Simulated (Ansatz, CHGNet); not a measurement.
For cubic perovskite SrVO₃, the machine-learned potential CHGNet-r²SCAN (trained on r²SCAN data) gives:

```
Property                      Value
-------------------------  --------
lattice parameter a         3.854 Å
elastic constant C11        166 GPa
elastic constant C44       62.7 GPa
polycrystal shear modulus  38.9 GPa
```

**Question.** What does r²SCAN (Ansatz, a program for electronic structure, PAW) give for the same quantities?

**Answer.** 
- lattice constant a: 3.828 Å (decreases by 0.7 %)
- elastic constant C11: 346 GPa (goes up by 110 %)
- elastic constant C44: 129 GPa (rises by 110 %)
- Voigt–Reuss–Hill shear modulus: 120 GPa (rises by 210 %)

For comparison: lattice constant a 3.842 Å (measured, temperature not stated, not corrected to a static lattice; as tabulated in Marks et al. (2021), arXiv:2103.05797).

Changes are worked out from the printed values.

Unless a cell is named, each level is at its own relaxed cell (CHGNet-r²SCAN 11.45, r²SCAN 11.22 Å³/atom).

The crystal itself was run without spin with r²SCAN; a magnetic state was not tried in these runs.

Ansatz's density-functional and Hartree–Fock values are scalar-relativistic unless marked +SOC, with PAW data made under PBE.
